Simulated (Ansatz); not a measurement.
Base system: Ag in the fcc (Cu type) structure (space group Fm-3m, No. 225; a = 4.1486 Å).

Levels (all Ansatz, a quantum-chemistry and plane-wave program, PAW): PBE (420 eV, without spin-orbit coupling); r2SCAN (500 eV, no SOC).

The geometry is relaxed with PBE.

```
Property       Result
------------  -------
PBE pressure  0.0 GPa
```

Question: Predict the pressure from r2SCAN.

Answer: The pressure goes from zero to -2.9 GPa.

Single points use the geometry relaxed with PBE. Their cutoffs differ, which shifts pressures a little. Stability against distortions was not tested.
